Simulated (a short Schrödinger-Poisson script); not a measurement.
Stack: gated Al0.33Ga0.67N/GaN polarisation-induced gas, at 300 K.

```csv
layer,material,thickness (nm),Na (cm⁻³)
1,Al0.33Ga0.67N,10,-
2,GaN,6000,1e15
```

Constants are typed, rounded textbook-type inputs, not results; the design itself was drawn at random and stands for no fabricated device. Al0.33Ga0.67N: permittivity 9.3, conduction-band edge (eV) 0.462, gap (eV) 4.09, electron mass (mₑ) 0.24, Nv at 300 K (cm⁻³) 4.6e19. GaN: permittivity 9.5, conduction-band edge (eV) 0, gap (eV) 3.43, Nv at 300 K (cm⁻³) 4.6e19.

Channel valleys (confinement mass, in-plane density-of-states mass, number): Γ 0.2, 0.2, 1. At the gate the conduction-band edge of layer 1 lies 1.27 eV − eVg above the Fermi level of the channel; the field vanishes at the back. Sheet of polarisation charge: +1.6e13 e/cm² at 10 nm from the gate. The barrier under the gate holds no holes. Gaps are held at their typed values at every temperature. Mesh 0.08 nm at interfaces.

From a short Schrödinger-Poisson script (our own, NumPy): 1D Poisson equation in equilibrium, electrons quantum, Hartree (BenDaniel-Duke, 40 states a valley, the channel's in-plane mass for all, wave functions free to enter the barrier), parabolic valleys, classical holes, full ionisation, no traps, pinning or gate leakage.

The same stack at other levels of the model or other numerical settings:

```tsv
run	sheet density of all electrons at Vg = 0.5 V (cm⁻²)	sheet density of all electrons at Vg = -1.5 V (cm⁻²)	capacitance at Vg = 0.5 V (μF/cm²)	centroid of the channel electrons at Vg = 0.5 V (nm)	rough cost against the base
base	1.22e13	3.11e12	0.757	2.03	about 1
electrons treated as classical, Boltzmann	1.34e13	3.53e12	0.804	0.78	0.02
electrons treated as classical, Fermi-Dirac	1.23e13	3.30e12	0.732	1.77	0.1
electrons treated as quantum, Hartree plus LDA exchange-correlation	1.25e13	3.24e12	0.762	1.84	2
mesh six times as coarse	1.22e13	3.11e12	0.758	1.96	0.2
one subband a valley	1.21e13	3.09e12	0.751	1.47	0.5
```

The classical rows ignore confinement, and Boltzmann statistics overrate the density once the band edge passes the Fermi level.
